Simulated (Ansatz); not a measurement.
Consider Si in the diamond structure (space group Fd-3m, No. 227; a = 5.4443 Å). Axes: x, y, z lie along the cube axes.

The values are results of r2SCAN in Ansatz (plane waves to 500 eV, PAW, no spin-orbit coupling), not measurements.

Base values:

- Valence-band top at Γ: 0.00, 0.00, 0.00 eV

It is then changed as follows: tensile biaxial strain of 1.50 % in the plane normal to [001], as in epitaxy on a mismatched substrate; the out-of-plane cell vector and the atoms relax.

Task: What does the calculation give for the valence-band top at Γ after the change?

Result: The valence-band top at Γ (three highest levels, from the VBM) goes from 0.00, 0.00, 0.00 eV to 0.00, -0.19, -0.19 eV.

Task: What happens to the out-of-plane strain?

Result: The out-of-plane strain comes out as -1.11 %.

Task: What does the calculation give for the energy relative to the base after the change?

Result: The energy goes up by 5.1 meV/atom.

The levels and masses belong to the bands next to the band gap. Stability against distortions was not tested.

Ansatz is a first-principles code.
